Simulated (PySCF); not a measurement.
System: zinc-blende BeS. Method: MP2 (GTH pseudopotentials, Gaussian basis; PySCF).

The same calculation (at the measured cell, 14.438 Å³/atom) with different numerical settings; throughout: k mesh 2×2×2:

```csv
run,basis,correlation energy (eV/atom),total energy (eV/atom)
1,DZ,-2.3934,-338.1493
2,TZ,-3.1550,-339.1452
3,QZ,-3.4399,-339.4856
```

In the column total energy (eV/atom) the first row differs from the last by +1.3363 and the next to last by +0.3404.

The last row is no converged limit: other settings stay fixed.
